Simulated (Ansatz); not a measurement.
## A constructed model of the (000-1) surface of wurtzite ZnO, O-terminated, 2x2 Mg adatom at H3 (bottom of the slab: 2 H on 4 bottom sites)

Computed with r2SCAN, at the PBE geometry (plane waves to 500 eV, PAW; Ansatz, a first-principles code).

Slab: 43 atoms, 13.9 Å thick at the start with caps and adatoms (thin: gaps and levels are the slab's own); k 4x4x1, smearing 0.025 eV, dipole-corrected; single point; on the structure that PBE left under its start's symmetry; no spin, no spin-orbit, no U. It is one candidate, not shown to be the stable structure of the face.

```yaml
gap_of_the_slab_on_its_k_mesh: 0.62 eV
highest_filled_level_below_the_top_vacuum_level: 3.19 eV
cost: very roughly 12 core-minutes
```
